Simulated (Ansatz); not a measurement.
Consider Si in the diamond structure (space group Fd-3m, No. 227; a = 5.4338 Å).

Perturbation: every lattice vector is stretched by 1.76 %; the atoms relax in the strained cell.

Levels (all Ansatz, a quantum-chemistry and plane-wave program, PAW): PBEsol (420 eV, scalar-relativistic without spin-orbit coupling); r2SCAN (500 eV, spin-orbit coupling left out); HSE06 (420 eV, no spin-orbit coupling).

At the geometry relaxed with PBEsol, these levels gave the following band gaps, in shuffled order: (a) 0.85 eV, (b) 0.56 eV, (c) 1.23 eV.

**Question.** Match each gap to its level.

**Answer.** (a) r2SCAN; (b) PBEsol; (c) HSE06.

Single points use the geometry relaxed with PBEsol. HSE06 gaps are upper bounds (no full band path). Stability against distortions was not tested.
